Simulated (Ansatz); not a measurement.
## BP, response to strain

The parent structure is BP in the zinc blende structure (space group F-43m, No. 216; a = 4.537 Å). Axes: x, y, z lie along the cube axes.

Strains are applied to the cell and any free atomic positions relax.

Method: Ansatz (a quantum-chemistry and plane-wave program), r2SCAN, PAW, cutoff 500 eV, no SOC.

Notes on the quantities. energy relative to the base: free energy F.

```json
[
 {"case": "base", "band gap": "1.41 eV", "shortest interatomic distance": "1.964 Å", "energy relative to the base": "0 meV/atom", "smallest direct gap": "3.60 eV"},
 {"case": "tensor shear ε_xy = +1.43 %", "band gap": "1.19 eV", "shortest interatomic distance": "1.952 Å", "energy relative to the base": "+5.9 meV/atom", "smallest direct gap": "3.23 eV"},
 {"case": "tensor shear ε_xy = +2.00 %", "band gap": "1.04 eV", "shortest interatomic distance": "1.947 Å", "energy relative to the base": "+12 meV/atom", "smallest direct gap": "3.08 eV"},
 {"case": "tensor shear ε_xy = +0.57 %", "band gap": "1.35 eV", "shortest interatomic distance": "1.959 Å", "energy relative to the base": "+0.9 meV/atom", "smallest direct gap": "3.45 eV"},
 {"case": "tensor shear ε_xy = +0.29 %", "band gap": "1.38 eV", "shortest interatomic distance": "1.962 Å", "energy relative to the base": "+0.2 meV/atom", "smallest direct gap": "3.53 eV"},
 {"case": "tensor shear ε_xy = +0.86 %", "band gap": "1.31 eV", "shortest interatomic distance": "1.957 Å", "energy relative to the base": "+2.1 meV/atom", "smallest direct gap": "3.38 eV"},
 {"case": "tensor shear ε_xy = +1.14 %", "band gap": "…", "shortest interatomic distance": "…", "energy relative to the base": "…", "smallest direct gap": "…"}
]
```

Problem. Some entries are withheld; estimate them.

Solution. 
- tensor shear ε_xy = +1.14 %, band gap: 1.26 eV
- tensor shear ε_xy = +1.14 %, shortest interatomic distance: 1.954 Å
- tensor shear ε_xy = +1.14 %, energy relative to the base: +3.7 meV/atom
- tensor shear ε_xy = +1.14 %, smallest direct gap: 3.31 eV

Stability against distortions was not tested.
